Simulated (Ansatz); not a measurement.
Consider the following.

```xyz
2
Lattice="3.1666 0.0000 0.0000 -1.5833 2.7423 0.0000 0.0000 0.0000 5.0979" Properties=species:S:1:pos:R:3 pbc="T T T"
Zr     1.5833     0.9141     3.8234
Zr     0.0000     1.8282     1.2745
```

No spin polarisation.

Level of theory: plane-wave PAW DFT at the PBEsol level (Ansatz, an electronic-structure program, 420 eV), spin-orbit coupling left out. Settings: 21×21×11 k-points, 0.1 eV Fermi–Dirac smearing.

Q: Predict the band gap and pressure.

A: The band gap is zero and the pressure (mean of the normal stresses, compression positive) is 1.5 GPa.

The cells carry an imposed strain or load. Whether these cells are dynamically stable was not tested. The final runs are not spin-polarised. The cell was made from Zr in the hcp (Mg type) structure (space group P6_3/mmc, No. 194) by this change: isotropic strain −0.50 %.
